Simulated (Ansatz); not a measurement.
The starting structures come from a database of crystals and need not be the phases stable at ambient conditions.

Input:

```
CELL_PARAMETERS angstrom
      3.80620     0.00000     0.00000
      0.00000     3.80620     0.00000
      0.00000     0.00000     3.80620
ATOMIC_POSITIONS crystal
  W  0.00000 0.00000 0.00000
  O  0.00000 0.00000 0.50000
  O  0.50000 0.00000 0.00000
  O  0.00000 0.50000 0.00000
```

The cell is taken as given; by PBEsol it stands under a pressure of -1.3 GPa.

Transport runs along the normal of the first two printed cell vectors, the (001) plane of the conventional cell.

The gap is the functional's own, uncorrected, and κ follows it; spin-orbit coupling is left out. Mid-gap means the computed energy nearest the middle.

Question: Give the band gap and the smallest decay constant κ at mid-gap that PBEsol (Ansatz, a first-principles code) yields.

Answer: Gap 0.57 eV on a 8×8×8 mesh; κ = 0.101 1/Å, at the zone centre.
